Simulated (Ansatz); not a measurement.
An Ansatz (a program for electronic structure) input (r2SCAN (Ansatz; PAW; 500 eV plane waves; scalar-relativistic without spin-orbit coupling)):

Ansatz 0.2 input:
```yaml
crystal:
  lattice:
    - [0, 2.1698471455, 2.2628502925]
    - [2.2628502925, 0, 2.2628502925]
    - [2.2628502925, 2.1698471455, 0]
  atoms:
    - { symbol: N, position: [0, 0, 0] }
    - { symbol: Hf, position: [0.5, 0.5, 0.5] }
basis: { ecutwfc: 500, ecutrho_ratio: 4, xc_grid: 4, fft_grid_basis: typed }
kpoints: { mp_grid: { grid: [22, 22, 22] } }
hamiltonian:
  xc: r2scan
  dispersion: none
  pseudopotentials: { kind: paw }
scf: { occupations: { method: fermi_dirac, width: 0.1 }, convergence: { dr2_threshold: 0.0000000002 } }
relax: { f_tol: 0.005, max_steps: 50 }
output: { forces: true, stress: true }
checkpoint: { write: state.ck, write_every: 1000 }
```

Question: Which symmetry and how many k-points will the program report, and about how many plane waves at Γ?

Answer: Space group I4/mmm (ITA 139) with 16 operations, k-points 834 of 10648, and 559 plane waves at Γ.

Question: And the final pressure?

Answer: 14.19 GPa (compression positive).

The cells carry an imposed strain or load. No phonon test of stability was made. All final runs are without spin polarisation. The cell was made from HfN in the rock salt structure (space group Fm-3m, No. 225) by this change: uniaxial strain ε_yy = −4.11 %.
